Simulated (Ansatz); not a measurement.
This concerns the energy of the reaction as written. Reaction: 3 cell B → cell A + 48 SiO2 (quartz). Negative: the products are lower in energy.

Cell A: a cell of 72 sites of SiO2 (quartz, P3₂21) with composition Si24O45, with 8 sites empty, 0 held by another element and 5 atoms off the sites; spin state with PBE: run without spin, k-point mesh 3×3×2.
```xyz
69
Lattice="10.0438 0.0000 0.0000 -5.0219 8.6982 0.0000 0.0000 0.0000 11.0201" Properties=species:S:1:pos:R:3 pbc="T T T"
Si    -1.2438     2.1765     1.8362
Si     1.3020     2.0273    11.0034
Si     2.4313     0.1091     3.6616
O     -0.7252     3.3701     2.8108
O     -0.0156     1.7037     0.8773
O      3.5234     0.8138     2.6773
O      1.5414     1.2730     4.3681
O      2.5060     2.5771     0.9368
Si    -1.2938     2.2760     7.3254
Si     1.1288     2.5840     5.2706
Si    -2.3532     8.4669     9.2755
O     -0.9960     3.6044     8.2225
O     -0.2491     2.1700     6.0811
O      1.0136     3.1726     9.8868
O      3.2293     0.7156     8.0730
O      1.7520     0.6389    10.2975
O      2.2741     2.7406     6.4523
Si     6.2877     6.5458     1.8695
Si    -0.9525     6.4981     0.2437
Si     0.2746     4.4114     3.6260
O     -3.6093     7.8784     2.7956
O     -2.3836     6.3337     1.0254
O     -1.7452     7.9008     4.7155
O     -0.7242     5.4025     4.5069
Si     6.2932     6.3954     7.3323
Si    -1.2291     6.5782     5.5134
Si     0.0782     4.3226     9.2163
O     -3.3164     7.3567     8.5681
O     -2.4760     6.0147     6.3974
O     -1.1613     7.7309    10.1534
O      1.0001     5.3558     8.3645
O     -0.7131     5.1226    10.3917
O     -0.0008     6.9895     6.4979
Si     3.8079     2.1659     1.8217
Si     6.3164     2.3838    -0.0207
Si     2.3994     8.5702     3.6334
O      4.0958     3.4433     2.7899
O      5.0937     1.8178     0.8937
O      6.1444     3.2631     4.4902
O      8.2344     0.8932     2.6634
O      6.5729     0.6772     4.7645
O      7.5926     2.7537     0.9094
Si     3.5301     2.1269     7.3075
Si     6.1784     2.0397     5.5609
Si     7.6561     0.1659     9.1887
O      3.9192     3.1902     8.4715
O      4.7283     1.8438     6.2512
O      5.8473     3.7469    10.2566
O      8.7920     0.9437     8.2924
O      6.6797     1.2563     9.8933
O      7.2496     2.3938     6.7226
Si     1.0033     6.2871     1.8796
Si     3.6307     6.5280     0.0293
Si     5.1467     4.2798     3.7153
O      1.3471     7.6307     2.7945
O      2.3473     6.0388     0.9291
O      3.5094     7.6396     4.3809
O      6.0878     5.2416     2.8170
O      4.2641     5.1315     4.7815
O      4.9723     6.7013     0.9292
Si     1.3094     6.6149     7.3841
Si     3.8623     6.5295     5.5123
Si     4.8327     4.3488     9.1385
O      1.7051     7.9346     8.2372
O      2.5548     6.1988     6.4220
O      3.3371     7.9697    10.3486
O      5.7062     5.0163     7.9480
O      3.8661     5.4322     9.8693
O      5.1104     7.0794     6.4202
```

Cell B: a supercell of 72 sites of SiO2 (quartz, P3₂21) with one empty O site amid 2 Si; spin state with PBE: run without spin, k-point mesh 3×3×2.
```
CELL_PARAMETERS angstrom
     10.04380     0.00000     0.00000
     -5.02190     8.69818     0.00000
      0.00000     0.00000    11.02007
ATOMIC_POSITIONS crystal
  Si 0.99993 0.24001 0.16850
  Si 0.25901 0.25581 0.00008
  Si 0.24172 0.99532 0.33009
  O  0.08556 0.36326 0.27772
  O  0.12400 0.20711 0.10049
  O  0.38075 0.07722 0.23156
  O  0.22373 0.12805 0.39970
  O  0.41713 0.28844 0.06614
  Si 0.99571 0.24200 0.66300
  Si 0.25954 0.27843 0.48209
  Si 0.23818 0.99514 0.83257
  O  0.08728 0.37673 0.76267
  O  0.11396 0.22157 0.57557
  O  0.29429 0.41259 0.93008
  O  0.35808 0.08647 0.72260
  O  0.20199 0.11455 0.90455
  O  0.41012 0.32054 0.56768
  Si 0.00031 0.74359 0.16317
  Si 0.26402 0.75886 0.00031
  Si 0.24845 0.47066 0.34979
  O  0.08026 0.88320 0.26110
  O  0.12812 0.71346 0.09924
  O  0.28032 0.89100 0.42048
  O  0.38224 0.56594 0.24688
  O  0.22266 0.59547 0.42669
  O  0.41209 0.77619 0.07420
  Si 0.99848 0.73472 0.66614
  Si 0.26195 0.74929 0.50368
  Si 0.24315 0.49976 0.83196
  O  0.07832 0.86262 0.77294
  O  0.12432 0.70142 0.60186
  O  0.30562 0.91758 0.92783
  O  0.38102 0.58854 0.73369
  O  0.20734 0.62122 0.90102
  O  0.42454 0.80726 0.57341
  Si 0.50234 0.23796 0.16639
  Si 0.76881 0.27116 0.00087
  Si 0.73741 0.99926 0.33264
  O  0.58118 0.37517 0.26701
  O  0.63066 0.20968 0.10029
  O  0.79506 0.42213 0.43081
  O  0.86507 0.07931 0.22555
  O  0.70550 0.12614 0.39719
  O  0.92675 0.30785 0.07062
  Si 0.48515 0.24788 0.66033
  Si 0.74785 0.26025 0.49779
  Si 0.74887 0.00753 0.83550
  O  0.57535 0.37095 0.76863
  O  0.59868 0.20803 0.58367
  O  0.79188 0.42703 0.93650
  O  0.88618 0.08106 0.73456
  O  0.72463 0.14128 0.89623
  O  0.89282 0.28937 0.58030
  Si 0.49742 0.72580 0.17514
  Si 0.75749 0.76008 0.99959
  Si 0.73981 0.50385 0.33135
  O  0.57795 0.86428 0.27431
  O  0.62567 0.70065 0.10450
  O  0.80071 0.92566 0.43363
  O  0.87539 0.58634 0.23075
  O  0.70742 0.62939 0.39848
  O  0.91784 0.79124 0.05933
  Si 0.50675 0.74858 0.66988
  Si 0.76564 0.76641 0.49939
  Si 0.73400 0.50090 0.83142
  O  0.58916 0.88308 0.77106
  O  0.63045 0.71577 0.60051
  O  0.79085 0.92248 0.94152
  O  0.86537 0.57619 0.72670
  O  0.70298 0.63029 0.89319
  O  0.92326 0.79527 0.56430
```

Reference: SiO2 (quartz, P3₂21), 72 atoms in the cell, the relaxed perfect crystal repeated, atoms not moved again, k-point mesh 3×3×2 on the run's own vectors.

All numbers come from Ansatz (a program for electronic structure), plane waves with PAW, its default PAW set, cutoff 420 eV, 500 eV for r2SCAN. The structures are at rest with PBE, within the held lattices; other levels are single points on them. HSE06 runs on coarser k-point meshes, mended by the PBE difference between the two meshes. Neutral cells; Fermi-Dirac smearing of at most 0.05 eV in the solids, energies taken to zero width. The lattices are those relaxed with PBE, so at other levels the solids can be strained, which adds to the spread. Larger cells are relaxed from a start prepared with the learned potential CHGNet, on a coarser mesh till forces fall under 0.03 eV/Å, which some starts already meet. A dispersion term (D3(BJ), or D4 for r2SCAN) was computed beside these levels and is taken off wherever the name lacks it. The PAW files were made for PBE and serve at the other functionals too. Space groups of crystals are read within 0.01 Å. No zero-point or thermal terms. The structures are the rest points that the relaxations reached, not proven lowest. Values are for these cell sizes.

Q: Give the value at the level HSE06.

A: 0.35 eV, for 3 cell B → cell A + 48 SiO2 (quartz).

Q: What do the other levels give, and how wide is the spread?

A: 
```json
[
 {"Functional": "PBE", "value (eV)": "0.27", "less HSE06": "-0.08"},
 {"Functional": "r2SCAN", "value (eV)": "0.27", "less HSE06": "-0.08"}
]
```

The levels shown span 0.08 eV, from PBE (0.27) to HSE06 (0.35).
